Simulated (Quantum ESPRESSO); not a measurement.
Worked example: self-consistent single point of ZrTi₂ (P1, 3 atoms in the cell) in Quantum ESPRESSO.

Level of theory: LDA (PZ), GBRV 1.5 ultrasoft (LDA) pseudopotentials (plane waves; Quantum ESPRESSO).

The change in words: atoms moved at random. Reference geometry:
```yaml
crystal:
  lattice:
    - [4.72441, 0.00000, 0.00000]
    - [-2.36220, 4.09146, 0.00000]
    - [0.00000, 0.00000, 3.00345]
  atoms:
    - { symbol: Zr, position: [0.00000, 0.00000, 0.00000] }
    - { symbol: Ti, position: [0.66667, 0.33333, 0.50000] }
    - { symbol: Ti, position: [0.33333, 0.66667, 0.50000] }
```

Reference input (self-consistent single point, DFT, LDA (PZ), plane waves, GBRV 1.5 ultrasoft (LDA) pseudopotentials): ecutwfc = 50 Ry; ecutrho = 400 Ry; occupations = smearing; smearing = fermi-dirac; degauss = 0.0073499 Ry; potentials = {Zr: zr_lda_v1.uspp.F.UPF, Ti: ti_lda_v1.4.uspp.F.UPF}; K_POINTS = automatic 8 8 11 0 0 0; conv_thr = 1e-09 Ry. This run's input differs from it in these lines:

```diff
@@ -26,9 +26,9 @@
 CELL_PARAMETERS {angstrom}
-   4.7244099550     0.0000000000     0.0000000000
-  -2.3622049775     4.0914590390     0.0000000000
+   4.7244100000     0.0000000000     0.0000000000
+  -2.3622050000     4.0914590000     0.0000000000
    0.0000000000     0.0000000000     3.0034500000
 ATOMIC_POSITIONS {crystal}
-Zr    0.0000000000    0.0000000000    0.0000000000
-Ti    0.6666666667    0.3333333333    0.5000000000
-Ti    0.3333333333    0.6666666667    0.5000000000
+Zr   -0.0052710000   -0.0077120000   -0.0082190000
+Ti    0.6590190000    0.3286940000    0.4961670000
+Ti    0.3462520000    0.6790180000    0.5120520000
 K_POINTS {automatic}
```

The program printed (abridged):

```
     Self-consistent Calculation

     iteration #  1     ecut=    50.00 Ry     beta= 0.70

---- Real-time Memory Report at c_bands before calling an iterative solver
           349 MiB given to the printing process from OS
           316 MiB allocation reported by mallinfo(arena+hblkhd)
------------------

     negative rho (up, down):  6.122E-02 0.000E+00

     total energy              =    -337.35840108 Ry
     estimated scf accuracy    <       0.94660009 Ry

     iteration #  2     ecut=    50.00 Ry     beta= 0.70

---- Real-time Memory Report at c_bands before calling an iterative solver
   [... lines left out ...]
           508 MiB given to the printing process from OS
           337 MiB allocation reported by mallinfo(arena+hblkhd)
------------------

     negative rho (up, down):  6.213E-02 0.000E+00

     total energy              =    -337.76562188 Ry
     estimated scf accuracy    <       0.00000006 Ry

     iteration # 18     ecut=    50.00 Ry     beta= 0.70

---- Real-time Memory Report at c_bands before calling an iterative solver
           508 MiB given to the printing process from OS
           337 MiB allocation reported by mallinfo(arena+hblkhd)
------------------

     negative rho (up, down):  6.213E-02 0.000E+00
     End of self-consistent calculation

     the Fermi energy is    13.3073 ev

!    total energy              =    -337.76562189 Ry
     estimated scf accuracy    <          8.6E-10 Ry
     smearing contrib. (-TS)   =      -0.00838696 Ry
     internal energy E=F+TS    =    -337.75723492 Ry

     convergence has been achieved in  18 iterations

     negative rho (up, down):  6.213E-02 0.000E+00

     Forces acting on atoms (cartesian axes, Ry/au):

     atom    1 type  1   force =     0.00200059    0.00537258    0.00757196
     atom    2 type  2   force =     0.00189584    0.00230962   -0.00224271
     atom    3 type  2   force =    -0.00389643   -0.00768220   -0.00532925

     Total force =     0.014379     Total SCF correction =     0.000009

     negative rho (up, down):  6.213E-02 0.000E+00
          total   stress  (Ry/bohr**3)                   (kbar)     P=      -72.45
  -0.00049581   0.00002534   0.00000411          -72.94        3.73        0.60
   0.00002534  -0.00053876   0.00000624            3.73      -79.25        0.92
   0.00000411   0.00000624  -0.00044303            0.60        0.92      -65.17

   JOB DONE.
```

The run converged in 18 iterations. Against the reference run the free energy rises by 4.8 meV/atom, the pressure goes from -7.39 to -7.25 GPa and the largest force goes from 0.000 to 0.260 eV/Å. The full log also holds: “c_bands:  1 eigenvalues not converged”.

The starting cell comes from a database of computed structures (which also holds hypothetical and non-ambient phases and stackings), without a prior relaxation at this level. For this run, on top of that: atoms moved at random. Spin polarisation is off. With a pressure of about -7 GPa the cell is away from its equilibrium volume at this level.

Cost on one core of a shared machine: roughly 7 min.
